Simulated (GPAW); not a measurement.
Band structure of BAs (F-43m, 2 atoms in the cell).

```
BAs
1.0
    0.00000     2.39000     2.39000
    2.39000     0.00000     2.39000
    2.39000     2.39000     0.00000
B As
1 1
Direct
  0.00000   0.00000   0.00000
  0.25000   0.25000   0.25000
```

Method: PBE, GPAW PAW datasets PBE (gpaw-data 1.0.1) (plane waves; GPAW).

Settings: mode = pw; ecut = 950 eV; xc = PBE; kpts = 8 8 8; mesh shift (steps) = 0 0 0; occupations.name = fermi-dirac; occupations.width = 0.05 eV; nbands = -6; convergence.density = 1e-05 e/electron; convergence.energy = 1e-05 eV/electron; convergence.bands = -4; symmetry.symmorphic = false; symmetry.tolerance = 0.0005; maxiter = 150.

The starting cell has typed, rounded lattice constants, without a prior relaxation at this level.

Task: Predict the gap along the standard path and the places of the band edges.

Result: The gap along the path is 1.18 eV, from Γ to a point between Γ and X; the smallest direct gap on it is 3.29 eV.

Levels in eV from the top of the valence band on the SCF mesh, bands 1 to 8:
| point | 1 | 2 | 3 | 4 | 5 | 6 | 7 | 8 |
|---|---|---|---|---|---|---|---|---|
| Γ | -15.38 | 0.00 | 0.00 | 0.00 | 3.29 | 3.29 | 3.29 | 4.70 |
| X | -11.20 | -8.52 | -4.07 | -4.07 | 1.43 | 1.45 | 11.39 | 11.39 |
| W | -11.04 | -8.06 | -5.47 | -5.19 | 5.28 | 5.97 | 6.82 | 7.06 |
| K | -11.24 | -8.14 | -5.94 | -3.47 | 2.05 | 5.57 | 9.25 | 9.78 |
| L | -12.51 | -8.77 | -1.81 | -1.81 | 2.70 | 4.80 | 4.80 | 8.93 |
| U | -11.24 | -8.14 | -5.94 | -3.47 | 2.05 | 5.57 | 9.25 | 9.78 |
